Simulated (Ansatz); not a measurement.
System: VPt3 (Pm-3m, No. 221, 4 atoms in the cell; start mp-372; a measured phase of this formula has another space group). Method: LDA in Ansatz (plane waves, PAW).

Run with plane-wave cutoff 520 eV, 14×14×14 k mesh, Fermi–Dirac smearing 0.05 eV, spin-polarised start, scalar-relativistic PAW data made under PBE.

Cell (relaxed at this level):

```
Pt3V
1.0
    3.84290     0.00000     0.00000
    0.00000     3.84290     0.00000
    0.00000     0.00000     3.84290
V Pt
1 3
Cartesian
  0.00000   0.00000   0.00000
  1.92145   1.92145   0.00000
  0.00000   1.92145   1.92145
  1.92145   0.00000   1.92145
```

Problem. What does this level give for the bulk modulus?

Solution. 
bulk modulus: 293 GPa

The run finds no gap.

Note: the magnetic order was assumed, not searched for or taken from measurement; the bulk modulus is −V dP/dV from two relaxed cells at ±2 % in volume; the relaxation could not lower the start's symmetry, so the cell can be a saddle point above a distorted one.

Spin–orbit coupling is not included.

Computed values are for the static lattice.

A start named mp-… is a Materials Project structure, which need not be a measured phase.

Ansatz is a first-principles code.
